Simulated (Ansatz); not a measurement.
Consider interstitial Si in 2H silicon carbide, charge state +4. Method: PBE, PAW (plane waves to 420 eV; Ansatz, an electronic-structure program).

Settings: 72 host sites, the relaxed PBE lattice, the Γ point alone, smearing 0.01 eV, spin-restricted, no image-charge correction. Energies are static. The host's phase is taken as given; its stability against other phases was not computed. The charge state is imposed; whether it is stable for some Fermi level was not computed. Sites that were not tried may lie lower.

Barriers: single points on a 2×2×2 k-point mesh shifted by half a step along c at the bands' geometries (they differ from the bands' own by up to 0.18 eV, and are uncertain by about as much).

Relaxed starting cell (atoms counted from 1):

```xyz
73
Lattice="9.2765 0.0000 0.0000 -4.6383 8.0337 0.0000 0.0000 0.0000 10.1479" Properties=species:S:1:pos:R:3 pbc="T T T"
Si     1.5455     0.8914     2.4877
Si     1.6675     0.9617     7.7539
Si    -0.0043     3.5887     2.4891
Si    -0.0043     3.6066     7.6133
Si    -1.5317     6.2343     2.4891
Si    -1.5164     6.2255     7.6133
Si     4.6340     0.8866     2.5434
Si     4.6340     0.8937     7.6367
Si     3.0856     3.5684     2.5433
Si     3.0918     3.5650     7.6366
Si     1.5232     6.2343     2.4891
Si     1.5078     6.2255     7.6133
Si     7.7225     0.8914     2.4877
Si     7.6006     0.9618     7.7539
Si     6.1824     3.5684     2.5433
Si     6.1762     3.5650     7.6366
Si     4.6340     6.2407     2.4876
Si     4.6342     6.1001     7.7539
Si    -0.0042     1.7952     0.0226
Si    -0.0043     1.8711     4.8656
Si    -1.5589     4.4549    -0.0146
Si    -1.5619     4.4532     5.0651
Si    -3.0849     7.1311     0.0226
Si    -3.0196     7.0932     4.8652
Si     3.1093     1.7942     0.0401
Si     3.1030     1.7905     5.0811
Si     1.5504     4.4549    -0.0147
Si     1.5533     4.4532     5.0651
Si    -0.0042     7.1476    -0.0147
Si    -0.0042     7.1510     5.0651
Si     6.1587     1.7942     0.0401
Si     6.1649     1.7906     5.0811
Si     4.6340     4.4351     0.0400
Si     4.6339     4.4421     5.0809
Si     3.0765     7.1311     0.0226
Si     3.0110     7.0932     4.8653
C      1.5345     0.8852     4.4443
C      1.5503     0.8941     9.5863
C     -0.0043     3.6140     4.4186
C     -0.0042     3.5541     9.5053
C     -1.5099     6.2218     4.4187
C     -1.5617     6.2516     9.5053
C      4.6339     0.8872     4.4634
C      4.6340     0.8942     9.5386
C      3.0860     3.5680     4.4634
C      3.0922     3.5647     9.5386
C      1.5015     6.2218     4.4187
C      1.5533     6.2516     9.5053
C      7.7334     0.8853     4.4443
C      7.7178     0.8941     9.5864
C      6.1819     3.5681     4.4634
C      6.1758     3.5647     9.5386
C      4.6340     6.2529     4.4440
C      4.6341     6.2353     9.5864
C     -0.0042     1.7878     1.9222
C     -0.0042     1.7017     6.9787
C     -1.5508     4.4596     1.9005
C     -1.5555     4.4569     6.9781
C     -3.0913     7.1347     1.9223
C     -3.1658     7.1778     6.9789
C      3.0945     1.7857     1.9400
C      3.1078     1.7934     6.9952
C      1.5423     4.4596     1.9005
C      1.5469     4.4569     6.9781
C     -0.0043     7.1382     1.9005
C     -0.0043     7.1436     6.9781
C      6.1735     1.7857     1.9400
C      6.1602     1.7934     6.9951
C      4.6340     4.4521     1.9400
C      4.6340     4.4370     6.9950
C      3.0828     7.1347     1.9222
C      3.1575     7.1778     6.9789
Si    -0.0042    -0.0033     6.3294
```
Cell charge +4.

End state 1 differs by these moves (Å; atoms that move under 0.08 Å are left out):

```
atom  element     Δx     Δy     Δz
----  -------  -----  -----  -----
2          Si  -0.14  -0.06  -0.16
3          Si  -0.02  -0.03   0.08
10         Si  -0.01  -0.08  -0.24
12         Si  -0.04   0.07  -0.22
13         Si   0.00   0.02   0.09
14         Si   0.12  -0.05  -0.14
18         Si  -1.55  -0.75   1.11
20         Si   0.00  -0.09   0.21
24         Si  -0.06   0.06   0.16
27         Si  -0.14  -0.07   0.15
33         Si   0.12  -0.05   0.10
35         Si   0.01   0.15   0.12
36         Si   0.07   0.05   0.15
46          C  -0.01   0.08  -0.02
54          C  -0.07  -0.03  -0.07
56          C   0.00   0.08   0.02
60          C   0.11  -0.02  -0.03
72          C  -0.07  -0.05   0.00
73         Si   0.07  -1.74   1.07
```

Task: Give the forward and backward barriers to end state 1 at the level PBE, PAW.

Result: forward 1.36 eV, backward 1.36 eV; at the saddle point atom 18 has neighbours C at 1.73, C at 1.87, C at 1.90; Si at 2.13 Å. The saddle point's order was not checked.

End state 2 differs by these moves (Å; atoms that move under 0.08 Å are left out):

```
atom  element     Δx     Δy     Δz
----  -------  -----  -----  -----
2          Si  -0.05  -0.03  -0.37
14         Si   0.05  -0.03  -0.37
18         Si   0.00   0.05  -0.37
19         Si   0.00   0.13   0.11
20         Si   0.00  -0.09   0.14
23         Si   0.11  -0.07   0.11
24         Si  -0.07   0.04   0.14
35         Si  -0.11  -0.07   0.11
36         Si   0.07   0.04   0.14
38          C  -0.08  -0.05  -0.09
50          C   0.08  -0.05  -0.09
54          C   0.00   0.09  -0.09
73         Si   0.00   0.00   2.52
```

Task: Give the forward and backward barriers to end state 2 at the level PBE, PAW.

Result: forward 2.33 eV, backward 2.33 eV; at the saddle point atom 73 has neighbours 3 C at 1.84; 3 Si at 2.13 Å. The saddle point's order was not checked, and it lies on a symmetry element of the cell, where a band can be held.
